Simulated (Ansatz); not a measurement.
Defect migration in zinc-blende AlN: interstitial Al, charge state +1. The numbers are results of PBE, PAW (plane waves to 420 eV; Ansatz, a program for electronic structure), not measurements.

Settings: 64 host sites, the relaxed PBE lattice, the Γ point alone, smearing 0.01 eV, spin-restricted, no image-charge correction. Energies are static. The host's phase is taken as given; its stability against other phases was not computed. The charge state is imposed; whether it is stable for some Fermi level was not computed. Sites that were not tried may lie lower.

Barriers: single points on a 2×2×2 k-point mesh shifted by half a step at the bands' geometries (they differ from the bands' own by up to 0.37 eV, and are uncertain by about as much).

The step: several atoms move together, Al the farthest. Atoms about the jump, Cartesian Å from the middle of the jump, before and after:

| atom | x0 | y0 | z0 | x1 | y1 | z1 |
|---|---|---|---|---|---|---|
| Al1 | 0.00 | 1.10 | 1.10 | 0.00 | -1.10 | -1.10 |
| N2 | 1.06 | 0.04 | 0.03 | 1.06 | -0.03 | -0.04 |
| N3 | -1.07 | 0.04 | 2.16 | -1.12 | 0.02 | 2.24 |
| N4 | -1.05 | 2.15 | 0.05 | -1.14 | 2.24 | 0.03 |
| Al5 | 0.05 | 1.05 | -1.36 | 0.05 | 1.36 | -1.05 |
| Al6 | 0.01 | -1.32 | 1.11 | 0.01 | -1.11 | 1.32 |
| Al7 | -2.46 | 1.05 | 1.15 | -2.23 | 1.13 | 1.11 |
| N8 | -1.12 | -2.24 | -0.02 | -1.07 | -2.16 | -0.04 |
| N9 | -1.14 | -0.03 | -2.24 | -1.05 | -0.05 | -2.15 |
| Al10 | -2.23 | -1.11 | -1.13 | -2.46 | -1.15 | -1.05 |
| N11 | -3.34 | -0.03 | -0.04 | -3.34 | 0.04 | 0.03 |
| Al12 | 2.42 | 1.09 | 1.11 | 2.20 | 1.14 | 1.10 |
| Al13 | 0.01 | 1.09 | 3.52 | 0.01 | 1.15 | 3.32 |
| N14 | 1.06 | 2.17 | 2.16 | 1.10 | 2.20 | 2.20 |
| Al15 | 0.05 | 3.56 | 1.15 | 0.01 | 3.29 | 1.13 |

**Question.** Where do these atoms stand at the saddle point, and how high is it?

**Answer.** 
```csv
atom,x,y,z
Al1,-0.46,0.20,0.39
N2,1.20,0.23,-0.22
N3,-1.09,0.03,2.13
N4,-1.06,2.04,-0.01
Al5,0.09,1.32,-1.50
Al6,-0.35,-1.76,1.66
Al7,-2.44,1.21,1.17
N8,-1.08,-2.10,-0.02
N9,-1.08,0.03,-2.19
Al10,-2.25,-1.11,-1.17
N11,-3.30,0.01,0.00
Al12,2.28,1.16,1.07
Al13,0.03,1.14,3.31
N14,1.14,2.18,2.19
Al15,0.02,3.27,1.11
```
It lies 1.90 eV above the start and 1.90 eV above the end. The saddle point's order was not checked.
